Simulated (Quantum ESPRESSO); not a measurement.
**Quick settings and what they miss: LaAl4 (Immm, 5 atoms in the cell)**

Self-consistent single point.

```
LaAl4
1.0
   -2.18674     2.19797     5.63601
    2.18674    -2.19797     5.63601
    2.18674     2.19797    -5.63601
La Al
1 4
Cartesian
  0.00000   0.00000   0.00000
  0.00000   0.00000   6.93151
  0.00000   0.00000   4.34052
  2.18674   0.00000   2.81158
  0.00000   2.19797   2.82443
```

Level of theory: PBEsol, GBRV 1.5 ultrasoft (PBESOL) pseudopotentials (plane waves; Quantum ESPRESSO).

Base settings: ecutwfc = 40 Ry; ecutrho = 200 Ry; occupations = smearing; smearing = cold; degauss = 0.0099958 Ry; potentials = {La: la_pbesol_v1.uspp.F.UPF, Al: al_pbesol_v1.uspp.F.UPF}; K_POINTS = automatic 10 10 10 1 1 1; conv_thr = 1e-10 Ry.

Tight run (finer mesh or higher cutoff; not a proven limit): ecutwfc: 40 Ry → 56 Ry; ecutrho: 200 Ry → 280 Ry; conv_thr: 1e-10 Ry → 7.3e-11 Ry; K_POINTS: automatic 10 10 10 1 1 1 → automatic 14 14 14 1 1 1. It gave Fermi level (on the code's own zero) 8.46 eV; pressure -2.99 GPa; largest force (vector length) 0.087 eV/Å.

Quick runs, as changes from the base:
- A: the base itself
- B: ecutwfc: 40 Ry → 28 Ry; ecutrho: 200 Ry → 140 Ry; K_POINTS: automatic 10 10 10 1 1 1 → automatic 8 8 8 1 1 1
- C: degauss: 0.0099958 Ry → 0.019992 Ry; conv_thr: 1e-10 Ry → 7.3e-05 Ry; K_POINTS: automatic 10 10 10 1 1 1 → automatic 4 4 4 1 1 1
- D: ecutwfc: 40 Ry → 28 Ry; ecutrho: 200 Ry → 140 Ry; smearing: cold → gauss; degauss: 0.0099958 Ry → 0.019992 Ry; K_POINTS: automatic 10 10 10 1 1 1 → automatic 4 4 4 1 1 1
- E: ecutwfc: 40 Ry → 24 Ry; ecutrho: 200 Ry → 120 Ry; K_POINTS: automatic 10 10 10 1 1 1 → automatic 3 3 3 1 1 1
- F: ecutwfc: 40 Ry → 24 Ry; ecutrho: 200 Ry → 120 Ry; degauss: 0.0099958 Ry → 0.019992 Ry; K_POINTS: automatic 10 10 10 1 1 1 → automatic 1 1 1 1 1 1

Energies are extrapolated to zero smearing width, which holds to low order in the width alone (under cold and Methfessel-Paxton smearing the free energy itself is taken).

Dashes: pressure of C, not trusted under this conv_thr with d or f elements; time of C, E, F, under 30 s.

The count of work is k-points × plane waves × bands × iterations; it is no time. Core times come from one kind of shared machine and are given to one figure; runs under 30 s give none.

The starting cell comes from a database of computed structures (which also holds hypothetical and non-ambient phases and stackings), without a prior relaxation at this level. Its lattice was rescaled by a random factor within 2.5 % of one.

| run | energy less tight (meV/atom) | pressure less tight (GPa) | largest miss in a force vector (eV/Å) | count of work / tight | core time / tight (rough) |
|---|---|---|---|---|---|
| A | 1.0 | 0.00 | 0.012 | 0.24 | 0.2 |
| B | 2.9 | 0.00 | 0.032 | 0.071 | 0.09 |
| C | -13.0 | – | 0.067 | 0.011 | – |
| D | -14.2 | -0.04 | 0.077 | 0.015 | 0.03 |
| E | 45.4 | -0.34 | 0.210 | 0.0048 | – |
| F | 1729.3 | 5.23 | 1.783 | 0.00090 | – |

Among the runs at the tight run's level, the energy misses run from 1.0 to 1729.3 meV/atom.
